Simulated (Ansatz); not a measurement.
Base system: PbTe in the rock salt structure (space group Fm-3m, No. 225; a = 6.5342 Å).

Method: r2SCAN/PAW in Ansatz (a first-principles code), scalar-relativistic without spin-orbit coupling.

For the base:

```
Quantity                        Value
----------------------------  -------
Gap between the host's bands  1.09 eV
```

One thing is altered: 0.209 holes added to each cell, a density of 3.0×10^21 cm⁻³, with a uniform compensating background at fixed cell and a 300 K Fermi–Dirac width.

Estimate the effect on the gap between the host's bands.

The gap between the host's bands rises by 0.05 eV, from 1.09 eV to 1.14 eV.

Predict the new Fermi level from band edge.

The Fermi level relative to the doped band's edge (positive inside the band; to 0.05 eV) amounts to +0.40 eV.

Charged cell with a jellium background: band edges are those of the host's band count, energies are not comparable with the neutral cell, and many-body gap narrowing is missing. With Pb and Te present, leaving out spin-orbit coupling can change the band edges. No phonon test of stability was made.
